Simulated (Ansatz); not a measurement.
## Several settings converged on Pt3Ti (Pm-3m, 4 atoms in the cell)

```yaml
crystal:
  lattice:
    - [3.93960, 0.00000, 0.00000]
    - [0.00000, 3.93960, 0.00000]
    - [0.00000, 0.00000, 3.93960]
  atoms:
    - { symbol: Ti, position: [0.00000, 0.00000, 0.00000] }
    - { symbol: Pt, position: [0.00000, 0.50000, 0.50000] }
    - { symbol: Pt, position: [0.50000, 0.00000, 0.50000] }
    - { symbol: Pt, position: [0.50000, 0.50000, 0.00000] }
```

Base method: PBE, PAW files (plane waves; Ansatz, a quantum-chemistry and plane-wave program).

Base settings: basis.ecutwfc = 420 eV; kpoints.mp_grid.grid = 8 8 8; hamiltonian.xc = pbe; hamiltonian.pseudopotentials = {kind: paw} (the program's default PAW files); scf.occupations.method = gaussian; scf.occupations.width = 0.1 eV.

The count of work is k-points × plane waves × bands × iterations; it is no time. Core times come from one kind of shared machine, to one figure; runs under 30 s give none.

**Zone-centre phonons against the cutoff**

In this ladder: phonons.method = dfpt.

The mesh stays at the base's, so the ladder's end is converged at best in this setting alone.

Frequencies are those of the unrelaxed cell, without the LO-TO term of polar crystals.

Only quantities that move along the ladder and can be compared are tabulated.

```csv
basis.ecutwfc,highest zone-centre frequency (cm⁻¹),lowest optical frequency (cm⁻¹),core time / last (rough)
210 eV,196.7,80.3,–
250 eV,215.1,111.7,0.3
295 eV,171.4,100.7,0.4
355 eV,167.6,98.3,0.5
420 eV,167.5,98.2,0.6
630 eV,167.2,98.0,1
```

Coarsest basis.ecutwfc that holds the lowest optical frequency within 1 cm⁻¹ of the last step, with all finer ones: 355 eV; the step before is off by 2.6 cm⁻¹.

Coarsest basis.ecutwfc that holds the highest zone-centre frequency within 2 cm⁻¹ of the last step, with all finer ones: 355 eV; the step before is off by 4.2 cm⁻¹.

**Zone-centre phonons against the mesh**

In this ladder: phonons.method = dfpt.

Frequencies are those of the unrelaxed cell, without the LO-TO term of polar crystals.

Only quantities that move along the ladder and can be compared are tabulated.

| kpoints.mp_grid.grid | highest zone-centre frequency (cm⁻¹) | lowest optical frequency (cm⁻¹) | core time / last (rough) |
|---|---|---|---|
| 2 2 2 | 127.2 | -72.7 | – |
| 4 4 4 | 172.4 | 101.0 | – |
| 7 7 7 | 169.0 | 100.3 | 0.04 |
| 10 10 10 | 168.4 | 99.2 | 0.1 |
| 15 15 15 | 168.7 | 99.1 | 0.6 |
| 19 19 19 | 168.6 | 99.2 | 1 |

Coarsest kpoints.mp_grid.grid that holds the highest zone-centre frequency within 2 cm⁻¹ of the last step, with all finer ones: 7 7 7, at about 0.04 of the last step's time; the step before is off by 3.8 cm⁻¹.

Coarsest kpoints.mp_grid.grid that holds the lowest optical frequency within 5 cm⁻¹ of the last step, with all finer ones: 4 4 4; the step before is off by 170 cm⁻¹.

**The size of a vacancy's supercell**

On Pt3Ti (Pm-3m, 8 atoms in the cell), and larger cells.

Steps: 2 x 1 x 1 supercell, one Pt atom taken out, nothing relaxed; 2 x 2 x 1 supercell, one Pt atom taken out, nothing relaxed; and so on, with the mesh thinned in proportion.

Only quantities that move along the ladder and can be compared are tabulated.

| atoms | energy of the cell with the vacancy less the whole one (holds the removed atom on the program's zero: only its change counts) (eV) | count of work / last |
|---|---|---|
| 8 | 12527.184 | 0.29 |
| 16 | 12526.922 | 0.76 |
| 32 | 12526.747 | 1.0 |

Smallest size that holds the energy of the cell with the vacancy less the whole one (holds the removed atom on the program's zero: only its change counts) within 0.1 eV: not settled: the last two steps still differ by 0.17 eV, over half the tolerance, so the ladder does not show it.

On the base run: the starting cell has typed, rounded lattice constants, without a prior relaxation at this level. Its lattice was rescaled by up to half a per cent. Spin polarisation is off.

Left out of this page: 1 run of the series stopped by limits of time or memory.

Keys are those of Ansatz 0.2.
